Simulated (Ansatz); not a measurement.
Consider CdTe in the zinc blende structure (space group F-43m, No. 216).

```xyz
2
Lattice="0.0000 3.2446 3.2446 3.2446 0.0000 3.2446 3.2446 3.2446 0.0000" Properties=species:S:1:pos:R:3 pbc="T T T"
Te     4.8669     4.8669     4.8669
Cd     0.0000     0.0000     0.0000
```

Levels (all Ansatz, a first-principles code, PAW): PBEsol (420 eV, no SOC); HSE06 (420 eV, without spin-orbit coupling).

Its gap is 0.65 eV with PBEsol and 1.62 eV with HSE06.

Modification: full substitution Te → Se; the structure is relaxed again.

With PBEsol the gap becomes 0.48 eV.

Q: If the HSE06 correction stayed the same, what would the HSE06 gap be, and what does the HSE06 run give?

A: A rigid correction of +0.97 eV gives 1.45 eV. The HSE06 run gives 1.55 eV, so the correction itself changes by +0.10 eV.

Single points use the geometry relaxed with PBEsol. With Te present, leaving out spin-orbit coupling can change the band edges. Whether these cells are dynamically stable was not tested.
